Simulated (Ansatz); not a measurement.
# Sn on a Mo site (middle of the slab) in a 3x3 cell of the 1x1 (110) surface of bcc Mo

The numbers are results of PBE (plane waves to 420 eV, PAW; Ansatz, a first-principles code), not measurements.

Slab: 36 atoms, 6.5 Å thick at the start (thin: gaps and levels are the slab's own); k 4x4x1, smearing 0.1 eV, dipole-corrected; 9 atoms held, the rest relaxed; symmetry of the start imposed; no spin, no spin-orbit, no U.

- formation energy against bcc Mo, beta tin: 1.10 eV
- work function of the top face: 4.55 eV
- change of the work function: -0.041 eV
- change of the step from the bottom to the top vacuum level, against the clean slab: -0.12 eV
- energy released by relaxation: 0.37 eV
- largest move of a host atom: 0.13 Å
